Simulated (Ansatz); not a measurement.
The reference is ZrN in the rock salt structure (space group Fm-3m, No. 225; a = 4.5531 Å; relaxed with 0.1 eV smearing).

Calculations: PBEsol/PAW in Ansatz (a first-principles code), scalar-relativistic without spin-orbit coupling, earlier PAW set.

Base values:

The pressure is 0.0 GPa.

Modification: the cell is scaled by 0.9890 in all directions; the atoms relax in the strained cell.

What does the calculation give for the energy relative to the base and pressure after the change?

The energy rises by 11 meV/atom; the pressure goes from zero to 9.6 GPa.

Stability against distortions was not tested. All final runs are without spin polarisation. An odd electron count without spin: ZrN.
